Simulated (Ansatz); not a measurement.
An ideal cubic perovskite cell is held by its symmetry; such compounds can tilt or shift off centre at room temperature.

Data:

```
CELL_PARAMETERS angstrom
      4.00768     0.00000     0.00000
      0.00000     4.00768     0.00000
      0.00000     0.00000     4.00768
ATOMIC_POSITIONS crystal
  Ba 0.50000 0.50000 0.50000
  Ti 0.00000 0.00000 0.00000
  O  0.50000 0.00000 0.00000
  O  0.00000 0.50000 0.00000
  O  0.00000 0.00000 0.50000
```

Space group of this cell: Pm-3m, cubic perovskite. The cell is taken as given; by r2SCAN its mean pressure is -1.8 GPa.

The current runs along the normal of the first two printed vectors, the (001) plane. All runs by Ansatz (an electronic-structure program), plane waves and PAW, without spin-orbit coupling; the base is r2SCAN.

```csv
run,mean pressure (GPa),gap (eV),mid-gap κ (1/Å)
base,-1.8,2.15,0.249
all lengths scaled by 0.98,10.2,___,___
all lengths scaled by 1.02,-10.8,___,___
"lengths across the current scaled by 0.98, ions clamped",5.9,2.20,0.249
"lengths across the current scaled by 1.02, ions clamped",-8.0,2.01,0.248
"lengths along the current scaled by 0.97, ions clamped",4.1,2.16,0.252
"lengths along the current scaled by 1.03, ions clamped",-6.4,___,___
```

Problem. Complete the blanks.

Solution. 
- all lengths scaled by 0.98, gap (eV): 2.30
- all lengths scaled by 0.98, mid-gap κ (1/Å): 0.251
- all lengths scaled by 1.02, gap (eV): 2.00
- all lengths scaled by 1.02, mid-gap κ (1/Å): 0.245
- lengths along the current scaled by 1.03, ions clamped, gap (eV): 2.02
- lengths along the current scaled by 1.03, ions clamped, mid-gap κ (1/Å): 0.244
